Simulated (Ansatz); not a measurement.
Given:

End structure of a constructed model of the (0001) surface of hcp Ti, a pseudomorphic layer of Mo in the host's stacking (bottom of the slab: a bare face, its two planes held):

```xyz
7
Lattice="2.9386 0.0000 0.0000 -1.4693 2.5449 0.0000 0.0000 0.0000 30.5000" Properties=species:S:1:pos:R:3 pbc="T T T"
Ti     1.4693     0.8483     8.0437
Ti     0.0000     1.6966    10.3695
Ti     1.4693     0.8483    12.7364
Ti     0.0000     1.6966    15.0492
Ti     1.4693     0.8483    17.4108
Ti     0.0000     1.6966    19.7308
Mo     1.4693     0.8483    21.9930
```

Slab: 7 atoms, 14.4 Å thick at the start; k 15x15x1, smearing 0.1 eV, dipole-corrected; single point; on the structure that PBE left under its start's symmetry; no spin, no spin-orbit, no U. It is one candidate, not shown to be the stable structure of the face.

Problem. Give the work function of the top face at the level r2SCAN, at the PBE geometry in Ansatz (an electronic-structure program).

Solution. 4.83 eV
